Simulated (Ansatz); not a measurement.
NaF (model structure, started from the wurtzite type, P6₃/mmc, No. 194, 4 atoms in the cell) was calculated with r²SCAN0 (PAW; Ansatz, an electronic-structure program).

Run with plane-wave cutoff 520 eV, 9×9×6 k mesh (along the axes of the cell as run), Fermi–Dirac smearing 0.01 eV, scalar-relativistic PAW data made under PBE.

Cell (relaxed with PBEsol):

```cif
data_F2Na2
_chemical_formula_sum 'Na2 F2'
_space_group_name_H-M_alt 'P63/mmc'
_space_group_IT_number 194
_space_group_name_Hall '-P 6c 2c'
_cell_length_a 3.89223
_cell_length_b 3.89223
_cell_length_c 4.58412
_cell_angle_alpha 90.000
_cell_angle_beta 90.000
_cell_angle_gamma 120.000
loop_
_atom_site_label
_atom_site_type_symbol
_atom_site_symmetry_multiplicity
_atom_site_Wyckoff_symbol
_atom_site_fract_x
_atom_site_fract_y
_atom_site_fract_z
_atom_site_occupancy
Na1 Na 2 c 0.33333 0.66667 0.25000 1
F1 F 2 d 0.66667 0.33333 0.25000 1
```

Predict the band gap.


band gap: 8.83 eV (on the SCF k mesh)

Note: the relaxation could raise the start's symmetry but not lower it, so the cell can be a saddle point; cell and atoms aren't relaxed at this level (pressure -1.5 GPa).

Computed values are for the static lattice.

Computing time: very roughly 4 core-minutes.

A model structure was made by putting elements into a prototype or built by hand; it is no filed structure, need not be a known phase, and can be a saddle point held by its symmetry.
